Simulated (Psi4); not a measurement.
Psi4 1.11, unrestricted PBE0/def2-svp: C[CH]CCOC(C)=O, charge 0, multiplicity 2, 19 atoms. The geometry is a generated start, not checked to be a minimum at this level.

| Quantity | Result |
|---|---|
| task | energy |
| method | pbe0 |
| basis | def2-svp |
| memory | 3 GB |
| maxiter | 100 |
| keys of the molecule block | symmetry c1 |
| scf_type | df (default) |
| e_convergence | 1e-06 (default) |
| d_convergence | 1e-06 (default) |
| dft_radial_points | 75 (default) |
| dft_spherical_points | 302 (default) |
| basis functions | 167 |
| grid points | 401302 |

```xyz
19

C     -3.1464     0.6049    -0.3782
C     -2.2574    -0.0939     0.5736
C     -0.9412    -0.6203     0.1547
C      0.0311     0.5223    -0.2197
O      1.3141     0.0108    -0.5740
C      2.2566    -0.0068     0.3791
C      3.5261    -0.6288    -0.1402
O      2.1012     0.4202     1.4928
H     -4.1922     0.4329    -0.1300
H     -2.9641     0.2767    -1.3994
H     -2.9915     1.6909    -0.3476
H     -2.4928    -0.0484     1.6244
H     -0.4863    -1.1976     0.9624
H     -1.0412    -1.2648    -0.7257
H      0.1387     1.2055     0.6275
H     -0.3329     1.0622    -1.0961
H      4.3334    -0.4499     0.5624
H      3.3744    -1.7001    -0.2516
H      3.7704    -0.2160    -1.1142
```

Charge 0 and multiplicity 2 are set for this test and not shown to be the ground state.

With the defaults (diis = true, scf_initial_accelerator = adiis, damping_percentage = 0, soscf = false, soscf_start_convergence = 0.01, diis_max_vecs = 10, diis_start = 1, guess = auto, which took SAD) it converges in 10 SCF iterations. One run each on 2 threads, with these changes:
- diis_start = 4
- damping_percentage = 60
- guess = modhuckel
- diis_max_vecs = 6
- scf_initial_accelerator = none
- diis_max_vecs = 3
- soscf = true, soscf_start_convergence = 0.001
- diis = false, scf_initial_accelerator = none, damping_percentage = 60
- guess = gwh

Which runs fail or end elsewhere than the default run?

No convergence: diis = false, scf_initial_accelerator = none, damping_percentage = 60 (the run ends without SCF convergence in 100 iterations). The rest reach the solution of the defaults.

```csv
setting,SCF iterations,JK calls,end
"soscf = true, soscf_start_convergence = 0.001",7,18,same solution
the defaults,10,11,same solution
scf_initial_accelerator = none,10,11,same solution
diis_max_vecs = 6,11,12,same solution
guess = modhuckel,11,28,same solution
diis_max_vecs = 3,14,15,same solution
diis_start = 4,15,16,same solution
guess = gwh,16,16,same solution
damping_percentage = 60,56,57,same solution
"diis = false, scf_initial_accelerator = none, damping_percentage = 60",100,101,no convergence
```

An SOSCF iteration holds several JK calls; a Hückel guess adds calls on atoms.
